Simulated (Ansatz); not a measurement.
Cd on the Pb site (Cd_Pb) in orthorhombic CsPbBr3: one set of geometries, relaxed with PBE, evaluated in Ansatz (PAW, plane waves to 420 eV, 500 eV under r2SCAN) with PBE, r2SCAN.

Details: 80-site cell; 1×2×1 shifted k-points; start: the Pb site; charged states image-corrected; no spin–orbit coupling; finite-size errors of tenths of an eV; flagged in the runs: a host whose relaxation on this sampling wasn't shown to rest, a strain field that reaches the edge of the cell.

```
quantity                                               PBE  r2SCAN
----------------------------------------------------  ----  ------
host gap (eV)                                         2.13    2.52
ε(0/−1) above the VBM (eV)                            1.93    2.33
neutral formation energy against hcp Cd, fcc Pb (eV)  0.42    0.31
largest moment on one atom at charge −1 (μB)          0.28    0.31
```

PBE narrows the gap by 0.39 eV against r2SCAN, the highest level run, and puts the level shown 0.40 eV lower above the valence-band maximum (from the rounded values).

Ansatz is an electronic-structure program.
